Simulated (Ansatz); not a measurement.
Ta3Mo (model structure, started from the A15 type, Pm-3n, No. 223, 8 atoms in the cell)

Method: LDA (plane waves, PAW; Ansatz, an electronic-structure program).

Run with plane-wave cutoff 520 eV, 12×12×12 k mesh, Fermi–Dirac smearing 0.05 eV, no spin polarisation, scalar-relativistic PAW data made under PBE.

Cell (relaxed at this level):

Space group Pm-3n (No. 223); a = 5.1382 Å, b = 5.1382 Å, c = 5.1382 Å, α = 90.00°, β = 90.00°, γ = 90.00°

| atom | site | symmetry | x | y | z |
|---|---|---|---|---|---|
| Ta | 6c | -4m.2 | 0.0000 | 0.5000 | 0.2500 |
| Mo | 2a | m-3. | 0.0000 | 0.0000 | 0.0000 |

For Ta3Mo (model structure, started from the A15 type, Pm-3n, No. 223, 8 atoms in the cell), the bulk modulus B0 is 232 GPa.

Note: the run has no spin polarisation, so it can have missed a magnetic state; the bulk modulus is −V dP/dV from two relaxed cells at ±2 % in volume; the relaxation could raise the start's symmetry but not lower it, so the cell can be a saddle point.

Spin–orbit coupling is not included.

Static lattice: no zero-point or thermal effects.

A model structure was made by putting elements into a prototype or built by hand; it is no filed structure, need not be a known phase, and can be a saddle point held by its symmetry.
